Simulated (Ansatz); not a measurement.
## TaSe2 in the rutile structure (space group P4_2/mnm, No. 136; a hypothetical phase, not in the database extracts checked)

TaSe₂ is modelled in the tetragonal space group P4₂/mnm (No. 136), the rutile structure, Pearson symbol tP6. Conventional cell: a = b = 6.2957 Å, c = 3.4233 Å, α = β = γ = 90.00°. Ta on 2a sees 6 Se at 2.525–2.595 Å (octahedral). Se on 4g is surrounded by 3 Ta at 2.525–2.595 Å. (Neighbours: up to the widest gap in distance over summed covalent radii, below 1.35, at either atom; cation-cation and far metal-metal contacts left out.)

Method: Ansatz (an electronic-structure program), PBEsol, PAW, cutoff 420 eV, no SOC. Settings: 8×8×14 k-points, 0.05 eV Fermi–Dirac smearing.

Volume per atom: 22.61 Å³
Density: 8.29 g/cm³
Band gap: zero
Total energy: -6885.575 eV/atom (σ→0; compares only within this code and set-up)

No phonon test of stability was made. The final runs are not spin-polarised. TaSe2 has a high density of states at the Fermi level and may be magnetic at this level.
